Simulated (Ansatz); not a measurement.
Consider ZnSe in the zinc blende structure (space group F-43m, No. 216; a = 5.733 Å).

Levels (all Ansatz, a program for electronic structure, PAW, earlier PAW set): PBE (420 eV, no SOC); PBEsol (420 eV, no spin-orbit coupling).

Levels that relaxed their own cell: PBE and PBEsol.

```json
[
 {"level": "PBE", "band gap": "1.15 eV", "lattice parameter a": "5.733 Å"},
 {"level": "PBEsol", "band gap": "1.23 eV", "lattice parameter a": "5.634 Å"}
]
```

Measured: band gap 2.87 eV (static lattice; corrected from measurement; as listed in Wei Chen et al., Physical Review Materials (2018)); lattice parameter a 5.6676 Å (room temperature; as listed in Martin Albrecht, Beate Paulus, Hermann Stoll, Phys. Rev. B (1997)).

Computed minus measured — band gap: PBE -1.72 eV, PBEsol -1.64 eV (closest: PBEsol); lattice parameter a: PBE +1.2 %, PBEsol -0.6 % (closest: PBEsol). Measured values not marked as corrected hold thermal and zero-point effects that the static-lattice runs lack. A measured gap can be an optical one, lowered by exciton binding. Levels without spin-orbit coupling miss its lowering of the gap, often about a third of the valence-band splitting.

Stability against distortions was not tested.
